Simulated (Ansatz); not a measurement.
Rock-salt LaS, treated with PBEsol+SOC in Ansatz (PAW).

Numerical settings: plane-wave cutoff 520 eV, 16×16×16 k mesh, Fermi–Dirac smearing 0.05 eV, PAW data made under PBE.

Cell (relaxed at this level):

```yaml
crystal:
  lattice:
    - [0.00000, 2.90254, 2.90254]
    - [2.90254, 0.00000, 2.90254]
    - [2.90254, 2.90254, 0.00000]
  atoms:
    - { symbol: La, position: [0.00000, 0.00000, 0.00000] }
    - { symbol: S, position: [0.50000, 0.50000, 0.50000] }
```

What does this level give for the bulk modulus B0 and pressure derivative B′ of the bulk modulus?


* **bulk modulus B0**: 89.5 GPa
* **pressure derivative B′ of the bulk modulus**: 4.5

The run finds no gap.

Note: the relaxation could not lower the start's symmetry, so the cell can be a saddle point above a distorted one.

Static lattice: no zero-point or thermal effects.

Ansatz is a quantum-chemistry and plane-wave program.
